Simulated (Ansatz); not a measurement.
Abridged Ansatz (a first-principles code) output:

```
Relaxation: its limit of steps is 50 (relax.max_steps)
Pseudopotential: Ti, paw, valence charge 12
Crystal: 2 atoms, lattice volume = 35.355 Å³
Basis set: ecut = 420 eV, 687 PW (Γ), exchange–correlation on 40×40×64 points (8 copies of the dense FFT grid, shifted against one another)
Bands: 16, of which v1, the nominal top of the filled ones, is band 12 counted from 1 (11 counted from 0)
Symmetry: 24 space group operations
k-points: 392 of 6877
Functional: x = pbe(κ = 0.804, μ = 0.2195149727645171), c = pbe(β = 0.06672455060314922)
SCF iter   1: F=—  HF=-4999.365344 eV  |F-HF|=—  |Δ(HF+E_count)|=         —  Δρ=3.91e-3  dr2=2.27e-3  ethr=1.77e-3  ⟨swp⟩=3.6  Hψ=25311  notcnv=0
SCF iter   2: F=—  HF=-4999.364987 eV  |F-HF|=—  |Δ(HF+E_count)|=   3.57e-4  Δρ=2.03e-3  dr2=6.63e-4  ethr=9.45e-6  ⟨swp⟩=1.0  Hψ=9437  notcnv=0
SCF 1 converged in 6 iterations: F = -4999.365298 eV  dr2 = 3.77e-11
relax step   1: F+E_penalty+E_count = -4999.36529819 eV  Δ(F+E_penalty+E_count) = +0.000e0 eV  max|allowed force component| = 5.551e-17 eV/Å  Δτ_max = 0.0000 Å  (6 SCF iters, accepted)
SCF converged after 6 iterations
Free energy (F): -4999.365298 eV
Internal energy: -4999.286407 eV  (E = F + TS)
E sigma→0 (E₀):  -4999.325853 eV
Entropy (-TS):   -0.078891 eV (-39.445 meV/atom)
Fermi energy:    13.081311 eV
--- Forces (eV/Å), atoms counted from 1 ---
  atom   1  Ti     0.00000000     0.00000000    -0.00000000
  atom   2  Ti    -0.00000000    -0.00000000     0.00000000
--- Stress (GPa, compression-positive) ---
       -1.093921       0.000000       0.000000
        0.000000      -1.093921       0.000000
        0.000000       0.000000      -2.680252
  P = ⅓ Tr σ = -1.6227 GPa (-16.227 kbar)
--- Relaxed structure (1 steps of the walk, 1 accepted, 0 SCFs on fresh bases) ---
  atoms:
    - { symbol: Ti, position: [0.6666666666666667, 0.3333333333333333, 0.7500000000000002] }
    - { symbol: Ti, position: [0.33333333333333337, 0.6666666666666667, 0.25000000000000006] }
```

What was computed, and what are the main results?

Ti, 2 atoms in the cell, with PBE (Ansatz; PAW; 420 eV plane waves; scalar-relativistic without spin-orbit coupling). The last SCF converged to F = -4999.365298 eV, or -2499.6826 eV per atom, at a pressure of -1.62 GPa. The total energy compares only with runs of the same code, potentials and settings.

The cells carry an imposed strain or load. Whether these cells are dynamically stable was not tested. All final runs are without spin polarisation. The cell was made from Ti in the hcp (Mg type) structure (space group P6_3/mmc, No. 194) by this change: uniaxial strain ε_zz = +1.50 %.

Keys are those of Ansatz 0.2.
